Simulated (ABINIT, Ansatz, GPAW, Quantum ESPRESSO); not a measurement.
One structure in several programs: La2Mg (C2/c, 6 atoms in the cell)

Self-consistent single point, at a second geometry (lattice scaled by 0.98). First geometry:

```xyz
6
Lattice="5.3391 -3.1270 0.0000 5.3391 3.1270 0.0000 -3.5262 0.0000 5.6543" Properties=species:S:1:pos:R:3 pbc="T T T"
La     4.5248    -0.5522     4.2180
La     2.6272     0.5522     1.4363
La     0.8641    -0.5522     4.2635
La     6.2879     0.5522     1.3908
Mg     4.4576    -2.6416     1.4136
Mg     2.6945     2.6416     4.2407
```

Shared settings, as Ansatz (a quantum-chemistry and plane-wave program) writes them: kpoints.mp_grid.grid = 4 4 3; scf.occupations.method = gaussian; scf.occupations.width = 0.2 eV. Potentials and cutoffs stand in the table.

| code | model | ΔF from the first geometry (meV/atom) | pressure (GPa) | largest force (eV/Å) | cutoff |
|---|---|---|---|---|---|
| Ansatz | LDA (PW92), PAW files made with PBE | -14.3 | -0.28 | 0.092 | 420 eV |
| GPAW | LDA (Perdew-Wang 92), GPAW PAW datasets LDA (gpaw-data 1.0.1) | -13.0 | -0.15 | 0.089 | 800 eV |
| Quantum ESPRESSO | LDA (PZ), GBRV 1.5 ultrasoft (LDA) pseudopotentials | -12.1 | -0.06 | 0.085 | 40 Ry |
| ABINIT | LDA (PW92), PAW (JTH v2.0 LDA PAW) | -12.5 | -0.11 | 0.088 | 26 Ha |

Size of the force on each atom (eV/Å): Sizes of forces hide their directions.

```csv
code,La1,La2,La3,La4,Mg5,Mg6
Ansatz,0.092,0.092,0.092,0.092,0.033,0.033
GPAW,0.089,0.089,0.089,0.089,0.032,0.032
Quantum ESPRESSO,0.085,0.085,0.085,0.085,0.032,0.032
ABINIT,0.088,0.088,0.088,0.088,0.036,0.036
```

The spread over the programs that give each value: ΔF from the first geometry within 2.2 meV/atom; pressure within 0.22 GPa; largest force within 0.007 eV/Å.

Ansatz's pressure is given at a fixed set of plane waves, as the other plane-wave codes print theirs. The same LDA comes in different parametrisations, which differ slightly.

The starting cell comes from a database of computed structures (which also holds hypothetical and non-ambient phases and stackings), without a prior relaxation at this level. Its lattice was rescaled by a random factor within 2.5 % of one. For this run, on top of that: lattice scaled by 0.98.

Left out of this page: Elk and FLEUR (not drawn, or without a comparable value).

Keys are those of Ansatz 0.2.
